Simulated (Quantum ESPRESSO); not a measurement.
Worked example: self-consistent single point of LuFeGe2 (Cmcm, 8 atoms in the cell) in Quantum ESPRESSO.

Method: PBEsol, PSlibrary ultrasoft (PBE) pseudopotentials (plane waves; Quantum ESPRESSO).

```yaml
crystal:
  lattice:
    - [2.01696, 8.40773, 0.00000]
    - [-2.01696, 8.40773, 0.00000]
    - [0.00000, 0.00000, 4.14074]
  atoms:
    - { symbol: Lu, position: [0.88966, 0.88966, 0.75000] }
    - { symbol: Lu, position: [0.11034, 0.11034, 0.25000] }
    - { symbol: Fe, position: [0.67789, 0.67789, 0.75000] }
    - { symbol: Fe, position: [0.32211, 0.32211, 0.25000] }
    - { symbol: Ge, position: [0.25251, 0.25251, 0.75000] }
    - { symbol: Ge, position: [0.74749, 0.74749, 0.25000] }
    - { symbol: Ge, position: [0.54413, 0.54413, 0.75000] }
    - { symbol: Ge, position: [0.45587, 0.45587, 0.25000] }
```

Reference input (self-consistent single point, DFT, PBEsol, plane waves, PSlibrary ultrasoft (PBE) pseudopotentials): ecutwfc = 55 Ry; ecutrho = 440 Ry; occupations = smearing; smearing = marzari-vanderbilt; degauss = 0.0073499 Ry; input_dft = pbesol; K_POINTS = automatic 8 8 7 0 0 0; conv_thr = 1e-10 Ry; mixing_beta = 0.7. This run's input differs from it in these lines:

```diff
@@ -15,4 +15,4 @@
  ntyp = 3
- ecutwfc = 55
- ecutrho = 440
+ ecutwfc = 33
+ ecutrho = 264
  occupations = 'smearing'
```

The program printed (abridged):

```
     Self-consistent Calculation

     iteration #  1     ecut=    33.00 Ry     beta= 0.70

     total energy              =    -417.12889474 Ry
     estimated scf accuracy    <       1.38929835 Ry

     iteration #  2     ecut=    33.00 Ry     beta= 0.70

     total energy              =    -412.86638154 Ry
     estimated scf accuracy    <     100.75035336 Ry

     iteration #  3     ecut=    33.00 Ry     beta= 0.70

     total energy              =    -418.09188071 Ry
     estimated scf accuracy    <       0.26452560 Ry

   [... 9 blocks of this kind left out ...]

     iteration # 13     ecut=    33.00 Ry     beta= 0.70

     total energy              =    -418.16339079 Ry
     estimated scf accuracy    <          8.1E-09 Ry

     iteration # 14     ecut=    33.00 Ry     beta= 0.70
     End of self-consistent calculation

     the Fermi energy is    10.5258 ev

!    total energy              =    -418.16339079 Ry
     estimated scf accuracy    <          5.2E-11 Ry
     smearing contrib. (-TS)   =       0.00023891 Ry
     internal energy E=F+TS    =    -418.16362970 Ry

     convergence has been achieved in  14 iterations

     Forces acting on atoms (cartesian axes, Ry/au):

     atom    1 type  1   force =     0.00000000   -0.00847249    0.00000000
     atom    2 type  1   force =     0.00000000    0.00847249   -0.00000000
     atom    3 type  2   force =     0.00000000   -0.00168168    0.00000000
     atom    4 type  2   force =     0.00000000    0.00168168    0.00000000
     atom    5 type  3   force =     0.00000000   -0.00350713    0.00000000
   [... lines left out ...]

     Total force =     0.013218     Total SCF correction =     0.000020

          total   stress  (Ry/bohr**3)                   (kbar)     P=      -47.86
  -0.00034525  -0.00000000   0.00000000          -50.79       -0.00        0.00
  -0.00000000  -0.00030446   0.00000000           -0.00      -44.79        0.00
   0.00000000   0.00000000  -0.00032630            0.00        0.00      -48.00

   JOB DONE.
```

The run converged in 14 iterations. Against the reference run the free energy rises by 30.4 meV/atom, the pressure goes from -3.77 to -4.79 GPa and the largest force stays at 0.218 eV/Å. The full log also holds: “c_bands:  2 eigenvalues not converged”.

The starting cell comes from a database of computed structures (which also holds hypothetical and non-ambient phases and stackings), without a prior relaxation at this level. Spin-orbit coupling is off. Spin polarisation is off. At the lowered cutoff the pressure carries the error of an incomplete plane-wave basis.

Cost on one core of a shared machine: roughly 8 min.
